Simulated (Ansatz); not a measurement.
Here is the system:

End structure of the (100) surface of rock-salt TaC, N on half the C sites of the top plane, c(2x2) (bottom of the slab: a bare face, its two planes held):

```yaml
crystal:
  lattice:
    - [3.16473, 3.16473, 0.00000]
    - [-3.16473, 3.16473, 0.00000]
    - [0.00000, 0.00000, 27.50000]
  atoms:
    - { symbol: C, position: [0.00000, 0.00000, 0.29684] }
    - { symbol: C, position: [0.50000, 0.50000, 0.29684] }
    - { symbol: Ta, position: [0.50000, 0.00000, 0.29684] }
    - { symbol: Ta, position: [0.00000, 0.50000, 0.29684] }
    - { symbol: C, position: [0.50000, 0.00000, 0.37821] }
    - { symbol: C, position: [0.00000, 0.50000, 0.37821] }
    - { symbol: Ta, position: [0.00000, 0.00000, 0.37821] }
    - { symbol: Ta, position: [0.50000, 0.50000, 0.37821] }
    - { symbol: C, position: [0.00000, 0.00000, 0.45984] }
    - { symbol: C, position: [0.50000, 0.50000, 0.45984] }
    - { symbol: Ta, position: [0.50000, 0.00000, 0.45884] }
    - { symbol: Ta, position: [0.00000, 0.50000, 0.45866] }
    - { symbol: C, position: [0.50000, 0.00000, 0.53919] }
    - { symbol: C, position: [0.00000, 0.50000, 0.53947] }
    - { symbol: Ta, position: [0.00000, 0.00000, 0.54185] }
    - { symbol: Ta, position: [0.50000, 0.50000, 0.54185] }
    - { symbol: C, position: [0.00000, 0.00000, 0.62249] }
    - { symbol: C, position: [0.50000, 0.50000, 0.62249] }
    - { symbol: Ta, position: [0.50000, 0.00000, 0.61945] }
    - { symbol: Ta, position: [0.00000, 0.50000, 0.62005] }
    - { symbol: N, position: [0.50000, 0.00000, 0.70383] }
    - { symbol: C, position: [0.00000, 0.50000, 0.70816] }
    - { symbol: Ta, position: [0.00000, 0.00000, 0.69744] }
    - { symbol: Ta, position: [0.50000, 0.50000, 0.69744] }
```

Set-up: 24 atoms, 11.2 Å thick at the start; mesh 9x9x1; 0.1 eV smearing; dipole correction on; 8 atoms held, the rest relaxed; start symmetry kept, larger cells not searched; no spin, no spin-orbit, no U. It is one candidate, not shown to be the stable structure of the face.

Q: What is the computed work function of the top face (PBE in Ansatz, a quantum-chemistry and plane-wave program)?

A: 3.59 eV
